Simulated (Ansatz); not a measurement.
Take BeS in the zinc blende structure (space group F-43m, No. 216; a = 4.869 Å) as the base. Axes: x, y, z lie along the cube axes.

Level of theory: r2SCAN (Ansatz, a program for electronic structure; PAW; 500 eV plane waves; no spin-orbit coupling).

Strains are applied to the cell and any free atomic positions relax.

One change was made to it. Results:

| quantity | base | after |
|---|---|---|
| pressure (mean of the normal stresses, compression positive) | 0.00 GPa | 0.49 GPa |
| valence-band top at Γ (three highest levels, from the VBM) | 0.00, 0.00, 0.00 eV | 0.00, -0.03, -0.03 eV |

Task: Which change produced these results?
(A) uniaxial strain ε_zz = −1.00 %
(B) uniaxial strain ε_zz = −0.50 %
(C) uniaxial strain ε_zz = −3.00 %
(D) uniaxial strain ε_zz = −2.00 %

Result: B, uniaxial strain ε_zz = −0.50 %. For comparison, the valence-band top at Γ in the other runs: uniaxial strain ε_zz = −2.00 % gives 0.00, -0.11, -0.11 eV; uniaxial strain ε_zz = −1.00 % gives 0.00, -0.05, -0.05 eV; uniaxial strain ε_zz = −3.00 % gives 0.00, -0.16, -0.16 eV.

The levels and masses belong to the bands next to the band gap. Stability against distortions was not tested.
